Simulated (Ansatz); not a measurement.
Take BeTe in the zinc blende structure (space group F-43m, No. 216; a = 5.6568 Å) as the base. Axes: x, y, z lie along the cube axes.

All numbers come from r2SCAN (Ansatz, a quantum-chemistry and plane-wave program; PAW; 500 eV plane waves; without spin-orbit coupling).

Modification: a pure shear with ε_xy = ε_yx = 0.0200, atoms relaxed at fixed cell.

Q: Predict the stress tensor and what it implies for the stiffness.

A: Stress of the strained cell less that of the base (GPa, compression positive):
```
   0.10   -2.10    0.00
  -2.10    0.10    0.00
   0.00    0.00   -0.02
```

Then −Δσ/γ with γ = 2ε = 0.0400 gives secant stiffness values (nonlinear terms included at this strain): C66 ≈ 52 GPa.

As a check, the harmonic strain energy −½ V₀ Δσ:ε is 5.9 meV/atom; the computed energy rise is 5.9 meV/atom.

No phonon test of stability was made.
